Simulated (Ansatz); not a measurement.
The reference is Ta in the bcc (W type) structure (space group Im-3m, No. 229; relaxed with 0.1 eV smearing).

```yaml
crystal:
  lattice:
    - [-1.62703, 1.62703, 1.62703]
    - [1.62703, -1.62703, 1.62703]
    - [1.62703, 1.62703, -1.62703]
  atoms:
    - { symbol: Ta, position: [0.00000, 0.00000, 0.00000] }
```

Calculations: LDA in Ansatz (plane waves to 420 eV, PAW, spin-orbit coupling left out).

For the base:

| Quantity | Value |
|---|---|
| Pressure | 0.0 GPa |

Now apply this change: every lattice vector is stretched by 2.00 %, atoms relaxed at fixed cell.

Q: What does the calculation give for the energy relative to the base and pressure after the change?

A: The energy grows by 40 meV/atom; the pressure goes from zero to -11.5 GPa.

The cells carry an imposed strain or load. Whether these cells are dynamically stable was not tested. All final runs are without spin polarisation.

Ansatz is a program for electronic structure.
